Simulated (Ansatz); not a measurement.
Start from GaN in the zinc blende structure (space group F-43m, No. 216; a = 4.498 Å).

The values are results of DFT with r2SCAN, PAW potentials and a 500 eV plane-wave cutoff in Ansatz (a first-principles code), scalar-relativistic without spin-orbit coupling, not measurements.

Base values:

| Item | Result |
|---|---|
| Band gap | 2.17 eV |
| Gap character | direct at Γ |
| Pressure | 0.00 GPa |
| Electron mass | 0.17 mₑ (at Γ) |

Modification: the cell is scaled by 1.0050 in all directions, atoms relaxed at fixed cell.

Problem. What does the calculation give for the band gap, gap character, pressure, energy relative to the base and electron mass after the change?

Solution. The band gap shrinks by 0.10 eV, from 2.17 eV to 2.07 eV; the gap character remains direct at Γ; the pressure goes from zero to -2.85 GPa; the energy grows by 1.5 meV/atom; the electron mass stays 0.17 mₑ (at Γ).

The cells carry an imposed strain or load. Masses are band curvatures over ±0.01 Å⁻¹ around the edge. Stability against distortions was not tested. This is not the structure that GaN has at room temperature and ambient pressure.
